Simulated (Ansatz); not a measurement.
Functionals compared on a constructed model of the (110) surface of bcc Fe, ferromagnetic, a pseudomorphic layer of Ag in the host's stacking (bottom of the slab: a bare face, its two planes held), in Ansatz (plane waves, PAW). The structure was relaxed with PBE; the other rows are single points on it. Cutoff 420 eV.

Slab: 7 atoms, 12.5 Å thick at the start; k 16x16x1, smearing 0.1 eV, dipole-corrected; 2 atoms held, the rest relaxed; symmetry of the start imposed; spin-polarised, ending with about 13.8 μB a cell; orders that need a larger cell were not tried, no spin-orbit, no U. It is one candidate, not shown to be the stable structure of the face. These notes are the PBE run's.

| functional | work function of the top face (eV) | magnetic moment of the cell (μB) | rough cost of the single point |
|---|---|---|---|
| PBE | 4.71 | 13.83 | – |
| RPBE | … | 14.05 | about 2.9 core-minutes (a rough figure) |

Question: Fill in the missing entries.

Answer: 
- RPBE, work function of the top face (eV): 4.52

Ansatz is a quantum-chemistry and plane-wave program.
